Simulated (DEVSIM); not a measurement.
Device: illuminated Si p-on-n cell, one wavelength, at 350 K.

Layer 1 from the left is Si, thickness (μm) 0.0620, Na (cm⁻³) 1e19, τn (s) 2.7e-8, τp (s) 8e-8, absorption coefficient (cm⁻¹) 30000. Layer 2 from the left is Si, thickness (μm) 240, Nd (cm⁻³) 3.3e16, τn (s) 3.5e-7, τp (s) 3.5e-7, absorption coefficient (cm⁻¹) 30000.

Left contact: ohmic, minority electron recombination velocity 30000 cm/s. Right contact: ohmic, minority hole recombination velocity 20000 cm/s. Voltage is applied to the left contact. Recombination: SRH at mid-gap, radiative, Auger. Light enters at the left, 2.2e16 photons cm⁻² s⁻¹, one pass, no reflection. Mobility is constant in doping.

This is a model device: material constants are rounded textbook-type values typed into the input, and sizes, dopings and lifetimes were drawn at random. Values at 300 K; Nc and Nv go as T^1.5, mobilities as T to minus their exponent, the gap by Varshni's rule with the affinity fixed.

Si: gap (eV) 1.124, affinity (eV) 4.05, permittivity 11.7, Nc (cm⁻³) 2.86e19, Nv (cm⁻³) 3.1e19, μn (cm²/Vs) 1417, μp (cm²/Vs) 470, T exponent of μn 2.3, T exponent of μp 2.2, B (cm³/s) 4.7e-15, Cn (cm⁶/s) 2.8e-31, Cp (cm⁶/s) 9.9e-32, Varshni α (eV/K) 0.000473, Varshni β (K) 636.

Model (solved in DEVSIM): 1D drift-diffusion, Boltzmann statistics, complete ionisation; no tunnelling, impact ionisation, image-force lowering or self-heating.

Dark forward current:

| |V| (V) | |J| (A/cm²) |
|---|---|
| 0.05 | 2.411e-7 |
| 0.10 | 8.273e-7 |
| 0.15 | 2.467e-6 |
| 0.20 | 7.712e-6 |
| 0.25 | 2.714e-5 |
| 0.30 | 0.0001094 |
| 0.35 | 0.0004920 |
| 0.40 | 0.002378 |
| 0.45 | 0.01194 |
| 0.50 | 0.06085 |
| 0.55 | 0.3030 |
| 0.60 | 1.328 |
| 0.65 | 4.267 |
| 0.70 | 9.589 |
| 0.75 | 16.84 |
| 0.80 | 25.56 |
| 0.85 | 35.43 |
| 0.90 | 46.31 |
| 0.95 | 58.10 |
| 1.00 | 70.74 |
| 1.05 | 84.21 |
| 1.10 | 98.53 |
| 1.15 | 113.7 |
| 1.20 | 129.7 |
| 1.25 | 146.7 |
| 1.30 | 164.6 |

Problem. Work out the local ideality factor n = ΔV / (kT/q · ln(J2/J1)) between the rows 0.15 and 0.20 V, 0.45 and 0.50 V, 1.25 and 1.30 V.

Solution. kT/q = 30.16 mV. From 0.15 to 0.20 V: ln(7.712e-6/2.467e-6) = 1.140, n = 1.45. From 0.45 to 0.50 V: ln(0.06085/0.01194) = 1.629, n = 1.02, near the 1 of diffusion or emission over a barrier. From 1.25 to 1.30 V: ln(164.6/146.7) = 0.115, n = 14.40.

Problem. What current could the absorbed light give at most, and what share is collected?

Solution. Σ αd = 720, so qΦ(1 − exp(−Σ αd)) = 3.52 mA/cm². The simulated short-circuit current is 3.488 mA/cm², a share of 0.99.

Problem. Estimate the open-circuit voltage by superposition: the voltage at which the dark current equals that short-circuit current.

Solution. Interpolating ln J in the table gives 0.412 V. The simulation gives 0.412 V, the same within the digits that matter. Superposition holds where collection doesn't change with voltage.

Problem. Estimate the fill factor from FF0 = (v − ln(v + 0.72))/(v + 1), v = qVoc/(nkT), with n from the dark curve.

Solution. The rows about Voc, 0.40 and 0.45 V, give n = 1.03, so v = 13.3 and FF0 = 0.745. The simulation gives 0.741, the same within the digits that matter.
